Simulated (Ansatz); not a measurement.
## What uniaxial strain ε_xx = −1.20 % does to SiO2

The reference is SiO2 in the rutile structure (space group P4_2/mnm, No. 136; a = 4.195 Å, c = 2.678 Å). Axes: x, y, z lie along a, b, c of the conventional cell.

One thing is altered: the cell is compressed by 1.20 % along x with no lateral relaxation; the atoms relax in the strained cell.

The values are results of DFT with PBEsol, PAW potentials and a 420 eV plane-wave cutoff in Ansatz (a quantum-chemistry and plane-wave program), no spin-orbit coupling, not measurements. Γ-centred 8×8×12 mesh, Fermi–Dirac width 0.05 eV.

The shortest interatomic distance decreases by 0.0023 Å, from 1.766 Å to 1.763 Å and the energy grows by 1.5 meV/atom. The pressure (mean of the normal stresses, compression positive) goes from zero to 3.32 GPa and the band gap rises by 0.173 eV to 5.53 eV. The gap character remains direct at Γ and the electron mass goes from 0.37 mₑ along c, 0.47 mₑ across (at Γ) to 0.50 mₑ along x, 0.47 mₑ along y, 0.38 mₑ along z (at Γ). The hole mass becomes 1.2 mₑ along x, 0.97 mₑ along y, 1.7 mₑ along z (at Γ) (base: 1.8 mₑ along c, 1.1 mₑ across (at Γ)) and the valence-band top at Γ (three highest levels, from the VBM) becomes 0.00, -0.84, -0.92 eV (base: 0.00, -0.88, -0.88 eV). The largest internal atomic displacement comes out as 0.016 Å and the stress (xx, yy, zz, yz, xz, xy; compression positive) amounts to (5.18, 2.54, 2.25, 0.00, 0.00, 0.00) GPa.

Final structure:

```
SiO2
1.0
    4.14417     0.00000     0.00000
    0.00000     4.19450     0.00000
    0.00000     0.00000     2.67848
Si O
2 4
Direct
  0.00000   0.00000   0.00000
  0.50000   0.50000   0.50000
  0.30283   0.30809   0.00000
  0.80283   0.19191   0.50000
  0.19717   0.80809   0.50000
  0.69717   0.69191   0.00000
```

Masses are band curvatures over ±0.01 Å⁻¹ around the edge. Whether these cells are dynamically stable was not tested. Labels are those of the standard path for the cell's own space group.
